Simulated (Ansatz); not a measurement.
Base system: SiC (space group P6_3mc, No. 186; a = 3.078 Å, c = 10.076 Å).

Level of theory: Ansatz (an electronic-structure program), PBEsol, PAW, cutoff 420 eV, no SOC, earlier PAW set.

Before the change:

Lattice parameter a: 3.078 Å
Band gap: 2.12 eV
Gap character: indirect, Γ → M

Perturbation: a hydrostatic pressure of 1.8 GPa.

Q: What does the calculation give for the lattice parameter a, band gap and gap character after the change?

A: The lattice parameter a shrinks by 0.008 Å (3.078 Å → 3.070 Å); the band gap is still 2.12 eV; the gap character remains indirect, Γ → M.

Load acts through the strain it causes; cell and atoms are relaxed under it. Whether these cells are dynamically stable was not tested.
